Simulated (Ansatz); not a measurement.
The starting structures come from a database of crystals and need not be the phases stable at ambient conditions.

 Where the default PAW files enter, the runs use the earlier of Ansatz's two default sets.

The decay constant κ of evanescent states in the gap governs leakage through a thin film.

```xyz
14
Lattice="3.5463 0.0000 0.0000 0.0000 11.5888 0.0000 0.0000 0.0000 4.4143" Properties=species:S:1:pos:R:3 pbc="T T T"
V      0.0000     9.8749     3.9162
V      0.0000     1.7138     3.9162
V      1.7732     7.5082     0.4981
V      1.7732     4.0806     0.4981
O      0.0000     0.0000    -0.0139
O      1.7732     5.7944     4.4283
O      0.0000     9.9121     2.3335
O      0.0000     1.6767     2.3335
O      1.7732     7.4711     2.0808
O      1.7732     4.1177     2.0808
O      1.7732     9.4889     4.3960
O      1.7732     2.0998     4.3960
O      0.0000     7.8942     0.0184
O      0.0000     3.6945     0.0184
```

Space group of this cell: Pmmn. The cell was relaxed by PBE-D3(BJ); by r2SCAN its mean pressure is -3.0 GPa.

Transport runs along the normal of the first two printed cell vectors.

No gap correction and no spin-orbit coupling; mid-gap values are interpolated between computed energies.

Compute, with r2SCAN run with Ansatz (a program for electronic structure), the band gap and the smallest decay constant κ at mid-gap.

Gap 2.19 eV on a 8×4×8 mesh; κ = 0.407 1/Å, at (0.375, 0.000) of the in-plane reciprocal vectors. At the zone centre, at the nearest computed energy, the slowest state has κ = 0.50 1/Å.
